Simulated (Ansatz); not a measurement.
Functionals compared on the (21-32) surface of hcp Y in its 1x1 cell, outermost plane spacing 0.74 Å in the ideal cut, in Ansatz (plane waves, PAW). The structure was relaxed with PBE; the other rows are single points on it, each with its references at the same level. Cutoff 420 eV (500 eV for r2SCAN).

Set-up: 20 atoms, 10.7 Å thick at the start; mesh 6x5x1; 0.1 eV smearing; dipole correction on; all atoms relaxed; held to the start's symmetry, so lower structures may exist; no spin, no spin-orbit, no U. These notes are the PBE run's.

```tsv
functional	surface energy (J/m²)	work function of the top face (eV)	rough cost of the single point
PBE	1.09	2.98	–
LDA	1.22	3.16	very roughly 7 core-minutes
PBEsol	1.19	3.03	about 7 core-minutes (a rough figure)
RPBE	1.01	2.87	about 8 core-minutes (a rough figure)
r2SCAN	1.16	2.99	around 13 core-minutes (rough)
```

Ansatz is a quantum-chemistry and plane-wave program.
